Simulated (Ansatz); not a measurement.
Antifluorite K2S was calculated with PBE0 (Ansatz, a first-principles code, plane waves, PAW).

Settings: plane-wave cutoff 460 eV, 6×6×6 k mesh, Fermi–Dirac smearing 0.01 eV, scalar-relativistic PAW data made under PBE.

Computed points:

| V (Å³/atom) | E − E_lowest (meV/atom) | P (GPa) |
|---|---|---|
| 32.306 | 5.84 | 1.143 |
| 33.073 | 1.71 | 0.593 |
| 34.006 | 0.00 | 0.010 |
| 34.856 | 1.20 | -0.451 |
| 35.706 | 4.69 | -0.855 |

### Question
Estimate the bulk modulus from the pressures at 33.073 and 34.856 Å³/atom, and compare it with a fit to all energies.

### Answer
B = −V dP/dV. Between V = 33.073 and 34.856 Å³/atom, dP/dV = (-0.451 − (0.593))/(34.856 − 33.073) = -0.586 GPa per Å³/atom; at the midpoint 33.965 Å³/atom this gives B ≈ 19.9 GPa. The third-order Birch–Murnaghan fit gives V0 = 34.022 Å³/atom, B0 = 19.7 GPa, B′ = 4.4, which lies 1 % below that estimate.

Measured, for comparison: equilibrium volume per atom 33.65 Å³/atom (temperature not stated, no zero-point or thermal correction; as tabulated in Syrotyuk et al. (2015), arXiv:1510.06546). Computed (rounded) less measured: equilibrium volume per atom +1.1 %.

The computed numbers hold no vibrational or temperature effects.

It cost very roughly 11 core-minutes of CPU time.
